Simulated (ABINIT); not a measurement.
ABINIT run on Pt (Fm-3m, 1 atom in the cell): self-consistent single point.

Level of theory: PBEsol, norm-conserving pseudopotentials (PseudoDojo nc-sr-04 PBEsol standard) (plane waves; ABINIT 10.0.3).

```yaml
crystal:
  lattice:
    - [0.00000, 1.95412, 1.95412]
    - [1.95412, 0.00000, 1.95412]
    - [1.95412, 1.95412, 0.00000]
  atoms:
    - { symbol: Pt, position: [0.00000, 0.00000, 0.00000] }
```

Reference input (self-consistent single point, DFT, PBEsol, plane waves, norm-conserving pseudopotentials (PseudoDojo nc-sr-04 PBEsol standard)): pseudos = [Pt.upf]; ecut = 42 Ha; occopt = 7; tsmear = 0.1 eV; ngkpt = 8 8 8; nshiftk = 1; shiftk = 0 0 0; potentials = PseudoDojo nc-sr-04 PBEsol standard; nband = 14; kptopt = 1; nstep = 100; tolvrs = 1e-12. This run's input differs from it in these lines:

```diff
@@ -20,3 +20,3 @@
 kptopt 1
-ngkpt 8 8 8
+ngkpt 13 13 13
 nshiftk 1
```

Output (repeated stretches shortened):

```
--- !BeginCycle
solver: {iscf: 7, nstep: 100, nline: 4, wfoptalg: 0, }
tolerances: {tolvrs: 1.00E-12, }
...

     iter   Etot(hartree)      deltaE(h)  residm     vres2
 ETOT  1  -130.50525439357    -1.305E+02 3.380E-01 9.252E+01
 ETOT  2  -130.54545425521    -4.020E-02 6.485E-02 5.214E+01
 ETOT  3  -130.55652688487    -1.107E-02 2.556E-03 1.380E-02
 ETOT  4  -130.55653018385    -3.299E-06 3.092E-03 3.801E-04
 ETOT  5  -130.55653024066    -5.681E-08 3.518E-04 8.629E-07
 ETOT  6  -130.55653024082    -1.594E-10 3.917E-04 1.162E-09
 ETOT  7  -130.55653024082     4.832E-13 2.453E-04 5.699E-12
 ETOT  8  -130.55653024082    -1.961E-12 1.602E-04 1.873E-14
 At SCF step    8       vres2   =  1.87E-14 < tolvrs=  1.00E-12 =>converged.

 Cartesian components of stress tensor (hartree/bohr^3)
  sigma(1 1)= -5.30888160E-05  sigma(3 2)=  0.00000000E+00
  sigma(2 2)= -5.30888160E-05  sigma(3 1)=  0.00000000E+00
  sigma(3 3)= -5.30888160E-05  sigma(2 1)=  0.00000000E+00

 ----iterations are completed or convergence reached----

 reduced coordinates (array xred) for    1 atoms
       0.000000000000      0.000000000000      0.000000000000
 cartesian forces (eV/Angstrom) at end:
    1     -0.00000000000000    -0.00000000000000    -0.00000000000000
 frms,max,avg= 0.0000000E+00 0.0000000E+00   0.000E+00  0.000E+00  0.000E+00 e/A
 length scales=  5.222339415900  5.222339415900  5.222339415900 bohr
              =  2.763542994415  2.763542994415  2.763542994415 angstroms
   [... lines left out ...]
 Fermi (or HOMO) energy (hartree) =   0.60826   Average Vxc (hartree)=  -0.54501
 Fermi (or HOMO) energy (eV) =  16.55148   Average Vxc (eV)= -14.83040
   [... lines left out ...]
total_energy        : -1.30556530240821E+02
total_energy_eV     : -3.55262385981267E+03
band_energy         : -9.31561535860622E+00
...

-Cartesian components of stress tensor (GPa)         [Pressure=  1.5619E+00 GPa]
- sigma(1 1)= -1.56192663E+00  sigma(3 2)=  0.00000000E+00
- sigma(2 2)= -1.56192663E+00  sigma(3 1)=  0.00000000E+00
- sigma(3 3)= -1.56192663E+00  sigma(2 1)=  0.00000000E+00

 Calculation completed.
```

The run converged in 8 iterations. Against the reference run the free energy drops by 3.5 meV/atom and the pressure goes from 1.03 to 1.56 GPa.

The starting cell has typed, rounded lattice constants, without a prior relaxation at this level. Its lattice was rescaled by up to half a per cent. Spin polarisation is off.
